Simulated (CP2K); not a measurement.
CP2K run on ZnS (P6_3mc, 8 atoms in the cell): self-consistent single point.

Computed with PBE, GPW, DZVP-MOLOPT-SR-GTH basis, GTH-PBE potentials (GTH_POTENTIALS) (CP2K).

```yaml
crystal:
  lattice:
    - [3.88475, 0.00000, 0.00000]
    - [-1.94237, 3.36429, 0.00000]
    - [0.00000, 0.00000, 12.70041]
  atoms:
    - { symbol: Zn, position: [0.66667, 0.33333, 0.74993] }
    - { symbol: Zn, position: [0.33333, 0.66667, 0.24993] }
    - { symbol: Zn, position: [0.00000, 0.00000, 0.50000] }
    - { symbol: Zn, position: [0.00000, 0.00000, 0.00000] }
    - { symbol: S, position: [0.66667, 0.33333, 0.93773] }
    - { symbol: S, position: [0.33333, 0.66667, 0.43773] }
    - { symbol: S, position: [0.00000, 0.00000, 0.68734] }
    - { symbol: S, position: [0.00000, 0.00000, 0.18734] }
```

Reference input (self-consistent single point, DFT PBE, GPW, DZVP-MOLOPT-SR-GTH basis, GTH-PBE potentials (GTH_POTENTIALS)): CUTOFF = 600 Ry; REL_CUTOFF = 40 Ry; KPOINTS/SCHEME = MONKHORST-PACK 5 5 2; GAMMA_CENTERED = T; XC_FUNCTIONAL = PBE; Zn/BASIS_SET = DZVP-MOLOPT-SR-GTH; Zn/POTENTIAL = GTH-PBE-q12; S/BASIS_SET = DZVP-MOLOPT-SR-GTH; S/POTENTIAL = GTH-PBE-q6; METHOD = GPW; EPS_DEFAULT = 1e-10; NGRIDS = 5. This run's input differs from it in these lines:

```diff
@@ -36,3 +36,3 @@
     &KPOINTS
-      SCHEME MONKHORST-PACK 5 5 2
+      SCHEME MONKHORST-PACK 8 8 2
       GAMMA_CENTERED T
```

The program printed (abridged):

```
 SCF WAVEFUNCTION OPTIMIZATION

  Step     Update method      Time    Convergence         Total energy    Change
     1 NoMix/Diag. 0.30E+00      -     1.62477767      -283.4135573663 -2.83E+02
     2 Broy./Diag. 0.30E+00      -     0.04568421      -282.7685779178  6.45E-01
     3 Broy./Diag. 0.30E+00      -     0.07001321      -282.8799260223 -1.11E-01
     4 Broy./Diag. 0.30E+00      -     0.01312831      -283.1404303946 -2.61E-01
     5 Broy./Diag. 0.30E+00      -     0.00205883      -283.2921160614 -1.52E-01
     6 Broy./Diag. 0.30E+00      -     0.00231774      -283.2405105314  5.16E-02
   [... 6 lines left out ...]
    13 Broy./Diag. 0.30E+00      -     0.00000195      -283.1951285218 -1.30E-05
    14 Broy./Diag. 0.30E+00      -     0.00000200      -283.1951293491 -8.27E-07
    15 Broy./Diag. 0.30E+00      -     0.00000126      -283.1951296346 -2.86E-07
    16 Broy./Diag. 0.30E+00      -     0.00000029      -283.1951294609  1.74E-07
  *** SCF run converged in    16 steps ***

  Overlap energy of the core charge distribution:               0.00000000256172
  Self energy of the core charge distribution:               -415.31939091414665
  Core Hamiltonian energy:                                    123.44480391540499
  Hartree energy:                                              53.78130564333375
  Exchange-correlation energy:                                -45.10184810807302

  Total energy:                                              -283.19512946091925

                     Mulliken Population Analysis

 #  Atom  Element  Kind  Atomic population                           Net charge
       1     Zn       1         12.071325                             -0.071325
       2     Zn       1         12.071325                             -0.071325
   [... lines left out ...]

 STRESS| Analytical stress tensor [bar]
 STRESS|                        x                   y                   z
 STRESS|      x       -1.62766115066E+04  -5.84916237376E+00   1.18287105707E-07
 STRESS|      y       -5.84916237376E+00  -1.62868479325E+04   1.62402330669E-04
 STRESS|      z        1.18287105707E-07   1.62402330669E-04  -1.63616724665E+04
 STRESS| 1/3 Trace                                            -1.63083773019E+04
```

The run converged in 16 iterations. Against the reference run the free energy drops by 2.7 meV/atom, the pressure hardly changes (-1.60 to -1.63 GPa), the largest force goes from 0.012 to 0.008 eV/Å and the gap on the mesh moves little (1.904 to 1.906 eV).

The starting cell comes from a database of computed structures (which also holds hypothetical and non-ambient phases and stackings), without a prior relaxation at this level. Its lattice was rescaled by a random factor within 2.5 % of one. Values carry the incompleteness of an atom-centred basis.

Cost on one core of a shared machine: roughly 2 min.
